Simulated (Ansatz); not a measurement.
**Response to strain in Zr2N**

Base system: Zr2N in the anti-rutile structure (space group P4_2/mnm, No. 136; a = 5.368 Å, c = 3.274 Å; a cell from a computed database, its experimental status unchecked). Axes: x, y, z lie along a, b, c of the conventional cell.

Strains are applied to the cell and any free atomic positions relax.

Level of theory: PBEsol (Ansatz, an electronic-structure program), scalar-relativistic without spin-orbit coupling.

Notes on the quantities. energy relative to the base: free energy F; pressure: mean of the normal stresses, compression positive.

```json
[
 {"case": "base", "volume per atom": "15.72 Å³", "energy relative to the base": "0 meV/atom", "pressure": "0.0 GPa"},
 {"case": "uniaxial strain ε_yy = +0.89 %", "volume per atom": "15.86 Å³", "energy relative to the base": "+0.9 meV/atom", "pressure": "-1.6 GPa"},
 {"case": "uniaxial strain ε_zz = +0.75 %", "volume per atom": "15.84 Å³", "energy relative to the base": "+1.0 meV/atom", "pressure": "[?]"},
 {"case": "uniaxial strain ε_zz = +3.50 %", "volume per atom": "16.27 Å³", "energy relative to the base": "+21 meV/atom", "pressure": "[?]"},
 {"case": "tensor shear ε_xy = +0.92 %", "volume per atom": "15.72 Å³", "energy relative to the base": "+2.2 meV/atom", "pressure": "0.1 GPa"}
]
```

Question: What belongs in the blanks?

Answer: 
- uniaxial strain ε_zz = +0.75 %, pressure: -1.4 GPa
- uniaxial strain ε_zz = +3.50 %, pressure: -6.2 GPa

Without a gap, meshes like the base's 9×9×14 leave anisotropic stresses uncertain by several tenths of a GPa, and small strain energies with them. No phonon test of stability was made. The final runs are not spin-polarised.
